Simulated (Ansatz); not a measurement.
The starting structures come from a database of crystals and need not be the phases stable at ambient conditions.

 Where the default PAW files enter, the runs use the earlier of Ansatz's two default sets.

Consider the following.

```xyz
17
Lattice="5.1053 0.0000 -0.0194 0.0000 5.7342 0.0000 0.0206 2.8671 4.9651" Properties=species:S:1:pos:R:3 pbc="T T T"
Ti     0.0000     0.0000     0.0000
H      3.7956     2.8671     0.6686
H      1.3302     5.7342     4.2772
H      1.3242     4.8923     2.8191
H      3.8016     3.7089     2.1267
H      3.8016     2.0252     2.1267
H      1.3242     6.5760     2.8191
H      2.6972     5.7342     3.2995
H      2.4286     2.8671     1.6463
N      3.4587     2.8671     1.6420
N      1.6671     5.7342     3.3037
F      1.0675     4.3817     0.7767
F      4.0584     4.2196     4.1691
F      4.0584     7.2488     4.1691
F      1.0675     1.3525     0.7767
F      1.0789     2.8671     3.3993
F      4.0469     5.7342     1.5465
```

Space group of this cell: C2/m. The cell was relaxed by PBE-D3(BJ); by r2SCAN its mean pressure is -2.6 GPa.

Transport runs along the normal of the first two printed cell vectors.

The gap is the functional's own. No spin-orbit coupling. Mid-gap values are interpolated on the energy grid.

State the band gap and the smallest decay constant κ at mid-gap according to Ansatz (a program for electronic structure) with r2SCAN.

Gap 5.32 eV on a 6×6×6 mesh; κ = 0.565 1/Å, at the zone centre.
